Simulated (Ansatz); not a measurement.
Hypothetical I4_132 Ge: pressure series

Take Ge (space group I4_132, No. 214; a hypothetical phase, not in the database extracts checked) as the base.

```yaml
crystal:
  lattice:
    - [-3.40064, 3.40064, 3.40064]
    - [3.40064, -3.40064, 3.40064]
    - [3.40064, 3.40064, -3.40064]
  atoms:
    - { symbol: Ge, position: [0.00000, 0.25000, 0.50000] }
    - { symbol: Ge, position: [0.25000, 0.50000, 0.00000] }
    - { symbol: Ge, position: [0.50000, 0.00000, 0.25000] }
    - { symbol: Ge, position: [0.25000, 0.25000, 0.25000] }
```

Cell and atoms are relaxed at each pressure.

All numbers come from PBEsol in Ansatz (plane waves to 420 eV, PAW, no SOC).

```tsv
P (GPa)	V (Å³/atom)
-1.99	43.314
-1.00	41.020
0.30	38.872
0.70	38.327
1.51	37.345
3.00	35.852
5.00	34.262
7.50	32.690
10.00	31.377
```

Problem. Fit a third-order Birch–Murnaghan equation of state.

Solution. Least squares on P(V) = (3B₀/2)[(V₀/V)^(7/3) − (V₀/V)^(5/3)]·[1 + (3/4)(B₀′ − 4)((V₀/V)^(2/3) − 1)] gives V₀ = 39.33 Å³/atom, B₀ = 26 GPa and B₀′ = 4.7.

Load acts through the strain it causes; cell and atoms are relaxed under it. Stability against distortions was not tested. No other phases were tried under pressure.

Ansatz is an electronic-structure program.
